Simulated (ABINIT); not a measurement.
## A worked fit of the energy against the cutoff, with one run withheld: WC (P3m1, 2 atoms in the cell)

```xyz
2
Lattice="1.4623 -2.5327 0.0000 1.4623 2.5327 0.0000 0.0000 0.0000 2.8542" Properties=species:S:1:pos:R:3 pbc="T T T"
W      0.0000     0.0000     0.0500
C      1.4623     0.8442     1.4271
```

Method: LDA (PW92), norm-conserving pseudopotentials (PseudoDojo nc-sr-04 LDA standard) (plane waves; ABINIT).

Base settings: pseudos = [W.upf, C.upf]; ecut = 1116 eV; occopt = 7; tsmear = 0.1 eV; ngkpt = 5 5 4; nshiftk = 1; shiftk = 0 0 0; potentials = PseudoDojo nc-sr-04 LDA standard; nband = 14; kptopt = 1.

The last step of the ladder, which sets the zero, is ecut = 2667 eV.

The starting cell has typed, rounded lattice constants, without a prior relaxation at this level. Its lattice was rescaled by up to half a per cent. One atom was moved a little off its site on purpose. Spin polarisation is off. Without a gap this mesh is coarse (it stands for a supercell whose shortest vector is 11 Å).

An empirical form for the window shown: the miss falls exponentially with the largest wave vector, which goes as √cutoff: ln(ΔF) = a + b·√cutoff.

```
ecut    √cutoff (√eV)  F less the last step's (meV/atom)  ln of it
------  -------------  ---------------------------------  --------
490 eV         22.136                            1002.30     6.910
544 eV         23.324                             578.78     6.361
626 eV         25.020                                  ?         ?
680 eV         26.077                             132.93     4.890
789 eV         28.089                              40.75     3.707
```

Task: Fit the line to the 4 rows given and predict the withheld one.

Result: Means: x̄ = 24.907, ȳ = 5.4670. Σ(x − x̄)(y − ȳ) = -11.69 and Σ(x − x̄)² = 21.68, so b = -0.5392 and a = ȳ − b·x̄ = 18.897; ΔF halves for each 1.29 in √cutoff. The largest residual of the fitted rows is 0.054. At x = 25.020 the line gives 5.406, that is 223 meV/atom. The run gave 243.80 meV/atom, a miss of 20.80 meV/atom (9 %). The table is a window of a longer ladder. The rows were chosen because the form fits them, the withheld one included, so this shows the method and is no test of the form.

Left out of this page: 10 runs of the series outside the window shown, repeating another row's setting, or not comparable.
